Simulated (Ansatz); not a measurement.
The starting structures come from a database of crystals and need not be the phases stable at ambient conditions.

Tunnelling through a barrier is set by its complex band structure: the current falls as exp(−2κd) with the smallest κ.

Consider the following.

```xyz
12
Lattice="5.9041 0.0000 0.0000 0.0000 14.7490 0.0000 2.9521 7.3745 2.9521" Properties=species:S:1:pos:R:3 pbc="T T T"
Cs     2.9521    11.0618     0.0000
Cs     0.0000     0.0000     0.0000
Re     0.0000     7.3745     0.0000
Re     2.9521     3.6873     0.0000
O      7.3340    10.0653     2.9521
O      5.9042     6.3781     1.4299
O      4.4743    10.0653     2.9521
O      2.9521    13.7526     1.5222
O      4.4743     8.3709     0.0000
O      2.9521     4.6837     1.4299
O      1.4299     8.3709     0.0000
O      5.9041    12.0582     1.5222
```

Space group of this cell: I4_1/amd. The cell is taken as given; by r2SCAN its mean pressure is -2.1 GPa.

Transport runs along the normal of the first two printed cell vectors, the (100) plane of the conventional cell.

No gap correction and no spin-orbit coupling; mid-gap values are interpolated between computed energies.

Task: Compute, with r2SCAN run with Ansatz (a quantum-chemistry and plane-wave program), the band gap and the smallest decay constant κ at mid-gap.

Result: Gap 4.65 eV on a 10×10×10 mesh; κ = 0.539 1/Å, at the zone centre.
